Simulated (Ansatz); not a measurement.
Input:

End structure of a constructed model of the (111) surface of fcc Rh, a layer of Ni in place of the third plane (bottom of the slab: a bare face, its two planes held):

```yaml
crystal:
  lattice:
    - [2.70822, 0.00000, 0.00000]
    - [-1.35411, 2.34539, 0.00000]
    - [0.00000, 0.00000, 27.00000]
  atoms:
    - { symbol: Rh, position: [0.33333, 0.66667, 0.29925] }
    - { symbol: Rh, position: [0.66667, 0.33333, 0.38115] }
    - { symbol: Rh, position: [0.00000, 0.00000, 0.46232] }
    - { symbol: Ni, position: [0.33333, 0.66667, 0.53944] }
    - { symbol: Rh, position: [0.66667, 0.33333, 0.61536] }
    - { symbol: Rh, position: [0.00000, 0.00000, 0.69590] }
```

Set-up: 6 atoms, 10.8 Å thick at the start with caps and adatoms (thin: gaps and levels are the slab's own); mesh 16x16x1; 0.1 eV smearing; dipole correction on; 2 atoms held, the rest relaxed; held to the start's symmetry, so lower structures may exist; spin-polarised, ending with about 0.6 μB a cell; orders that need a larger cell were not tried, no spin-orbit, no U. In PBE it lies 0.09 eV a 1x1 cell over the lowest computed structure of the same composition (a layer of Ni in place of the second plane).

Q: What is the computed work function of the top face (Ansatz (an electronic-structure program) with PBE)?

A: 5.14 eV
